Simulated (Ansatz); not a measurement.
The reference is HfO2 in the fluorite structure (space group Fm-3m, No. 225).

```
CELL_PARAMETERS angstrom
      0.00000     2.52945     2.52945
      2.52945     0.00000     2.52945
      2.52945     2.52945     0.00000
ATOMIC_POSITIONS crystal
  Hf 0.00000 0.00000 0.00000
  O  0.25000 0.25000 0.25000
  O  0.75000 0.75000 0.75000
```

Cartesian axes are those of the cell as printed.

All numbers come from Kohn–Sham DFT with the r2SCAN functional, run in Ansatz (a quantum-chemistry and plane-wave program) with PAW and 500 eV plane waves, no spin-orbit coupling, earlier PAW set.

Free-standing slabs (3 atom(s) a layer) normal to [111] with 15 Å of vacuum; in-plane cell held at bulk.

One change was made to it. Results:

```csv
quantity,base,after
band gap,4.30 eV,4.11 eV
gap character,–,"indirect, K–Γ (40 % along) → K"
```

### Question
Name the change that was made.
A) 2 layers
B) 1 layer
C) 5 layers
D) 4 layers
E) 6 layers

### Answer
B, 1 layer. For comparison, the band gap in the other runs: 6 layers gives 4.45 eV; 5 layers gives 4.50 eV; 4 layers gives 4.58 eV; 2 layers gives 4.98 eV.

With Hf present, leaving out spin-orbit coupling can change the band edges. No phonon test of stability was made. This is not the structure that HfO2 has at room temperature and ambient pressure. k-point labels follow each cell's own Brillouin zone.
